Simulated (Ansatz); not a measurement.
SrHfO₃ (Imma, No. 74, 10 atoms in the cell; start mp-13109; a measured phase of this formula has another space group), treated with HSE06+SOC in Ansatz (PAW).

Run with plane-wave cutoff 460 eV, 6×6×6 k mesh, Fermi–Dirac smearing 0.01 eV, PAW data made under PBE.

Cell (relaxed with PBEsol):

```yaml
crystal:
  lattice:
    - [-2.88419, 4.04927, 2.89283]
    - [2.88419, -4.04927, 2.89283]
    - [2.88419, 4.04927, -2.89283]
  atoms:
    - { symbol: Sr, position: [0.23968, 0.48968, 0.75000] }
    - { symbol: Sr, position: [0.76032, 0.51032, 0.25000] }
    - { symbol: Hf, position: [0.00000, 0.00000, 0.00000] }
    - { symbol: Hf, position: [0.50000, 0.00000, 0.50000] }
    - { symbol: O, position: [0.79425, 0.50000, 0.79425] }
    - { symbol: O, position: [0.20575, 0.50000, 0.20575] }
    - { symbol: O, position: [0.20575, 0.00000, 0.70575] }
    - { symbol: O, position: [0.79425, 0.00000, 0.29425] }
    - { symbol: O, position: [0.66922, 0.91922, 0.75000] }
    - { symbol: O, position: [0.33078, 0.08078, 0.25000] }
```

**Question.** Give the computed band gap.

**Answer.** 
band gap: 5.65 eV (on the SCF k mesh) (direct)

Note: cell and atoms aren't relaxed at this level (pressure 1.8 GPa).

It cost around 70 core-minutes (rough) of CPU time.

A start named mp-… is a Materials Project structure, which need not be a measured phase.

Ansatz is an electronic-structure program.
